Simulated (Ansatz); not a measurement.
Start from MoP (space group P-6m2, No. 187; a = 3.206 Å, c = 3.174 Å).

All numbers come from Kohn–Sham DFT with the PBEsol functional, run in Ansatz (a program for electronic structure) with PAW and 420 eV plane waves, scalar-relativistic without spin-orbit coupling.

One change was made to it. Results:

```
quantity                base    after
-------------------  -------  -------
lattice parameter a  3.206 Å  3.121 Å
c/a ratio              0.990    1.004
```

Q: What was done to the base?
(A) pressure 18 GPa
(B) pressure 60 GPa
(C) pressure 45 GPa

A: A, pressure 18 GPa. For comparison, the lattice parameter a in the other runs: pressure 60 GPa gives 2.984 Å; pressure 45 GPa gives 3.026 Å.

Load acts through the strain it causes; cell and atoms are relaxed under it. Whether these cells are dynamically stable was not tested. Competing high-pressure phases were not computed. The final runs are not spin-polarised. An odd electron count without spin: MoP.
